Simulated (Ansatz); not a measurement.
# TiC under a change: biaxial strain −2.13 %, plane normal [111], relaxed out of plane

Take TiC in the rock salt structure (space group Fm-3m, No. 225; a = 4.329 Å; relaxed with 0.1 eV smearing) as the base. Axes: x, y, z lie along the cube axes.

It is then changed as follows: compressive biaxial strain of 2.13 % in the plane normal to [111], as in epitaxy on a mismatched substrate; the out-of-plane cell vector and the atoms relax.

Calculations: r2SCAN/PAW in Ansatz (a program for electronic structure), no spin-orbit coupling, earlier PAW set. k-mesh 23×23×23 (Γ-centred); smearing 0.1 eV (Fermi–Dirac).

The space group becomes R-3m (No. 166) (base: Fm-3m (No. 225)) and the shortest interatomic distance decreases by 0.022 Å, from 2.164 Å to 2.142 Å. The energy increases by 17 meV/atom and the band gap remains zero. The out-of-plane strain is +1.15 % and the ratio −ε⊥/ε∥ comes out as 0.54. The mean in-plane stress (compression positive) is +13.3 GPa.

Whether these cells are dynamically stable was not tested. All final runs are without spin polarisation.
